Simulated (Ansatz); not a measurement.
# Worked sum: formation energy of Cd_Cu in Cu (fcc, Fm-3m)

This concerns the formation energy of Cd_Cu in Cu (fcc, Fm-3m). Reaction: Cd (hcp) + 107 Cu (fcc) → cell A.

A: a supercell of 108 sites of Cu (fcc, Fm-3m) with Cd on a Cu site (12 Cu at 2.65 Å); spin state with PBE: run without spin.

Method: Ansatz (a quantum-chemistry and plane-wave program), PAW, neutral cells at 0 K with nuclei at rest, on structures from PBE. Ansatz runs with its PAW set soft_1. Larger cells are relaxed from a start prepared with the learned potential CHGNet, on a coarser mesh till forces fall under 0.03 eV/Å, which some starts already meet. A dispersion term (D3(BJ), or D4 for r2SCAN) was computed beside these levels and is taken off wherever the name lacks it. Space groups of crystals are read within 0.01 Å. Mesh and cell size may move defect energies by 0.1 eV or more. Cell A has symmetry Pm-3m within 0.02 Å and got no random move, so less symmetric positions, which may lie lower, weren't tried.

Total energies of the cells in eV, at zero smearing width. They compare only within one column; the weights balance every element.

```
cell         atoms    weight            PBE
-----------  -----  --------  -------------
A: Cu:Cd_Cu    108        +1  -717148.79882
Cd (hcp)         2      −1/2   -16509.05184
Cu (fcc)       108  −107/108  -715519.95083
```

PBE: (-717148.79882) − 1/2 × (-16509.05184) − 107/108 × (-715519.95083) = 0.493 eV.

What follows from the PBE value: With the reservoirs of the reaction as written, and without entropy terms or charged states, the share of sites that hold the defect in equilibrium is exp(−0.49 eV/k_BT) = 3.4×10^-3 at 1000 K.
